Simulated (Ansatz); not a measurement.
Base system: Al in the fcc (Cu type) structure (space group Fm-3m, No. 225; a = 3.984 Å; relaxed with 0.1 eV smearing). Axes: x, y, z lie along the cube axes.

Structures relaxed with LDA/PAW in Ansatz (a first-principles code), no spin-orbit coupling.

Base:

Simulated powder pattern, Co Kα, λ = 1.79026 Å (kinematic, ideal powder, no thermal factors, no anomalous dispersion; the 10 strongest lines at most, above 2 %, up to 2θ = 90°):

```json
[
 {"2θ (°)": "45.81", "I/Imax (%)": "100", "hkl": "(111)"},
 {"2θ (°)": "53.41", "I/Imax (%)": "48", "hkl": "(200)"},
 {"2θ (°)": "78.92", "I/Imax (%)": "31", "hkl": "(220)"}
]
```

Perturbation: biaxial strain −2.08 %, plane normal [111], relaxed out of plane (Cartesian); in-plane vectors clamped, the third vector and the atoms free.

Question: Where do the lines fall after the change?

Answer: 
Simulated powder pattern, Co Kα, λ = 1.79026 Å (kinematic, ideal powder, no thermal factors, no anomalous dispersion; the 10 strongest lines at most, above 2 %, up to 2θ = 90°):

| 2θ (°) | I/Imax (%) | hkl |
|---|---|---|
| 44.85 | 37 | (111) |
| 46.62 | 100 | (1 1 -1) |
| 53.85 | 65 | (200) |
| 78.36 | 22 | (220) |
| 80.93 | 20 | (2 0 -2) |

The indices refer to the base's conventional cell; one index is shown for lines that coincide. The space group is now R-3m (No. 166).

No phonon test of stability was made.
